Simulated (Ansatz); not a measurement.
PtSb (P6_3/mmc), PBEsol, DFPT electron-phonon coupling, linearised Boltzmann equation (Ansatz, a first-principles code): phonon-limited resistivity 19.7 μΩ·cm at 300 K along z (a = (4.17, 0.00, 0.00) Å; b = (-2.08, 3.61, 0.00) Å; c = (0.00, 0.00, 5.48) Å), 26.3 μΩ·cm at 400 K, current-weighted mean free path 6.6 nm.

**Question.** What is the classical skin depth at 100 GHz (nonmagnetic, μ₀ = 1.257×10⁻⁶ H/m)?

**Answer.** δ = √(ρ/(π f μ₀)) = 706 nm.

**Question.** Estimate the resistivity of a 80 nm square wire with diffuse walls from ρ ≈ ρ₀(1 + 3ℓ/4d).

**Answer.** 1 + 0.75 × 6.6/80 = 1.06, so ρ ≈ 20.9 μΩ·cm and a line 1 μm long has 32.7 Ω. The formula is the free-electron limit for d well above ℓ; grain boundaries add to it.

**Question.** What temperature coefficient of resistance follows, and how does it compare with 1/T?

**Answer.** (ρ₄₀₀ − ρ₃₀₀)/(100 K × ρ₃₀₀) = 3.35×10⁻³ K⁻¹, against 1/T = 3.33×10⁻³ K⁻¹ for a resistivity proportional to T. Impurities would add a constant and lower it.

A metal at this level (no band gap). Only scattering by harmonic phonons is included (no impurities, grain boundaries, electron-electron scattering or thermal expansion). Spin-orbit coupling is left out, which matters with elements this heavy. The squared frequency of the phonon mode least converged on the k mesh is uncertain by about 35 %. Halving the electron mesh (24x24x16) moves the resistivity by up to 10 % at 300 K, the mean free path by up to 4 %. Smearing 0.20 eV; phonons on a 4x4x3 q mesh, which this run doesn't test.

Formula and space group known from diffraction (Crystallography Open Database), not checked to be the room-temperature form: PtSb (P6_3/mmc).
